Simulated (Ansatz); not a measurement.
Consider La$_{2}$O$_{3}$ (space group P-3m1, No. 164; a = 3.906 Å, c = 6.039 Å). Axes: x lies along a and z along c of the hexagonal cell.

All numbers come from PBEsol, PAW, 420 eV (Ansatz, a quantum-chemistry and plane-wave program; no spin-orbit coupling), earlier PAW set.

For the base:

- Smallest direct gap: 3.86 eV

One thing is altered: the cell is stretched by 2.71 % along y with no lateral relaxation; the atoms relax in the strained cell.

**Question.** Estimate the effect on the largest internal atomic displacement.

**Answer.** The largest internal atomic displacement is 0.024 Å.

**Question.** Estimate the effect on the energy relative to the base.

**Answer.** The energy goes up by 7.5 meV/atom.

**Question.** Estimate the effect on the smallest direct gap.

**Answer.** The smallest direct gap increases by 0.02 eV (3.86 eV → 3.88 eV).

**Question.** How does this affect the stress?

**Answer.** The stress (xx, yy, zz, yz, xz, xy; compression positive) is (-3.22, -5.41, -2.14, 0.94, 0.00, 0.00) GPa.

Whether these cells are dynamically stable was not tested.
